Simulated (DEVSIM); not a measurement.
Device: GaP/Si n-p heterojunction, at 350 K.

```csv
layer (left to right),material,thickness (μm),Nd (cm⁻³),Na (cm⁻³),τn (s),τp (s)
1,GaP,0.0730,3.6e17,-,2.4e-6,2.4e-6
2,Si,0.540,-,1.7e16,7.2e-8,2.4e-6
```

Left contact: ohmic. Right contact: ohmic. Voltage is applied to the left contact. Recombination: SRH at mid-gap, radiative, Auger. Mobility is constant in doping.

Constants are typed, rounded textbook-type inputs, not results; the design itself was drawn at random and stands for no fabricated device. Values at 300 K; Nc and Nv go as T^1.5, mobilities as T to minus their exponent, the gap by Varshni's rule with the affinity fixed.

```csv
parameter,GaP,Si
gap (eV),2.26,1.124
affinity (eV),3.8,4.05
permittivity,11.1,11.7
Nc (cm⁻³),1.8e19,2.86e19
Nv (cm⁻³),1.9e19,3.1e19
μn (cm²/Vs),250,1417
μp (cm²/Vs),150,470
T exponent of μn,1.6,2.3
T exponent of μp,1.98,2.2
B (cm³/s),1e-13,4.7e-15
Cn (cm⁶/s),1e-30,2.8e-31
Cp (cm⁶/s),1e-30,9.9e-32
Varshni α (eV/K),0.00058,0.000473
Varshni β (K),372,636
```

Simulated with DEVSIM: 1D drift-diffusion, Boltzmann statistics, complete ionisation; no tunnelling, impact ionisation, image-force lowering or self-heating. Band offsets follow the typed affinities; no thermionic-emission limit at abrupt steps, no polarisation charge.

Problem. Tabulate band edges, carrier densities and field at zero bias.

Solution. Energies count from the Fermi level of the right contact; mesh points crowd at the junctions.

```json
[
 {"x (μm)": "0.000", "Ec (eV)": "0.125", "Ev (eV)": "-2.114", "n (cm⁻³)": "3.6e17", "p (cm⁻³)": "< 1e2", "field (V/cm)": "72"},
 {"x (μm)": "0.003559", "Ec (eV)": "0.125", "Ev (eV)": "-2.114", "n (cm⁻³)": "3.6e17", "p (cm⁻³)": "< 1e2", "field (V/cm)": "81"},
 {"x (μm)": "0.009394", "Ec (eV)": "0.125", "Ev (eV)": "-2.114", "n (cm⁻³)": "3.6e17", "p (cm⁻³)": "< 1e2", "field (V/cm)": "140"},
 {"x (μm)": "0.01811", "Ec (eV)": "0.125", "Ev (eV)": "-2.114", "n (cm⁻³)": "3.6e17", "p (cm⁻³)": "< 1e2", "field (V/cm)": "450"},
 {"x (μm)": "0.03937", "Ec (eV)": "0.131", "Ev (eV)": "-2.108", "n (cm⁻³)": "2.9e17", "p (cm⁻³)": "< 1e2", "field (V/cm)": "8200"},
 {"x (μm)": "0.05466", "Ec (eV)": "0.167", "Ev (eV)": "-2.072", "n (cm⁻³)": "9.0e16", "p (cm⁻³)": "< 1e2", "field (V/cm)": "47000"},
 {"x (μm)": "0.06399", "Ec (eV)": "0.233", "Ev (eV)": "-2.007", "n (cm⁻³)": "1.0e16", "p (cm⁻³)": "< 1e2", "field (V/cm)": "96000"},
 {"x (μm)": "0.07085", "Ec (eV)": "0.312", "Ev (eV)": "-1.927", "n (cm⁻³)": "7.3e14", "p (cm⁻³)": "< 1e2", "field (V/cm)": "140000"},
 {"x (μm)": "0.07385", "Ec (eV)": "0.104", "Ev (eV)": "-1.007", "n (cm⁻³)": "1.2e18", "p (cm⁻³)": "120000", "field (V/cm)": "120000"},
 {"x (μm)": "0.07817", "Ec (eV)": "0.145", "Ev (eV)": "-0.965", "n (cm⁻³)": "2.9e17", "p (cm⁻³)": "490000", "field (V/cm)": "80000"},
 {"x (μm)": "0.08505", "Ec (eV)": "0.193", "Ev (eV)": "-0.917", "n (cm⁻³)": "6.0e16", "p (cm⁻³)": "2400000", "field (V/cm)": "63000"},
 {"x (μm)": "0.1044", "Ec (eV)": "0.304", "Ev (eV)": "-0.807", "n (cm⁻³)": "1.5e15", "p (cm⁻³)": "9.4e7", "field (V/cm)": "54000"},
 {"x (μm)": "0.1317", "Ec (eV)": "0.440", "Ev (eV)": "-0.671", "n (cm⁻³)": "1.7e13", "p (cm⁻³)": "8.6e9", "field (V/cm)": "46000"},
 {"x (μm)": "0.1796", "Ec (eV)": "0.631", "Ev (eV)": "-0.479", "n (cm⁻³)": "2.9e10", "p (cm⁻³)": "4.9e12", "field (V/cm)": "34000"},
 {"x (μm)": "0.2974", "Ec (eV)": "0.854", "Ev (eV)": "-0.257", "n (cm⁻³)": "1.8e7", "p (cm⁻³)": "7.8e15", "field (V/cm)": "6200"},
 {"x (μm)": "0.4263", "Ec (eV)": "0.877", "Ev (eV)": "-0.234", "n (cm⁻³)": "8600000", "p (cm⁻³)": "1.7e16", "field (V/cm)": "180"},
 {"x (μm)": "0.5085", "Ec (eV)": "0.877", "Ev (eV)": "-0.233", "n (cm⁻³)": "8400000", "p (cm⁻³)": "1.7e16", "field (V/cm)": "16"},
 {"x (μm)": "0.5530", "Ec (eV)": "0.877", "Ev (eV)": "-0.233", "n (cm⁻³)": "8400000", "p (cm⁻³)": "1.7e16", "field (V/cm)": "≈ 0"},
 {"x (μm)": "0.5876", "Ec (eV)": "0.877", "Ev (eV)": "-0.233", "n (cm⁻³)": "8400000", "p (cm⁻³)": "1.7e16", "field (V/cm)": "≈ 0"},
 {"x (μm)": "0.6006", "Ec (eV)": "0.877", "Ev (eV)": "-0.233", "n (cm⁻³)": "8400000", "p (cm⁻³)": "1.7e16", "field (V/cm)": "≈ 0"},
 {"x (μm)": "0.6080", "Ec (eV)": "0.877", "Ev (eV)": "-0.233", "n (cm⁻³)": "8400000", "p (cm⁻³)": "1.7e16", "field (V/cm)": "≈ 0"},
 {"x (μm)": "0.6130", "Ec (eV)": "0.877", "Ev (eV)": "-0.233", "n (cm⁻³)": "8400000", "p (cm⁻³)": "1.7e16", "field (V/cm)": "≈ 0"}
]
```
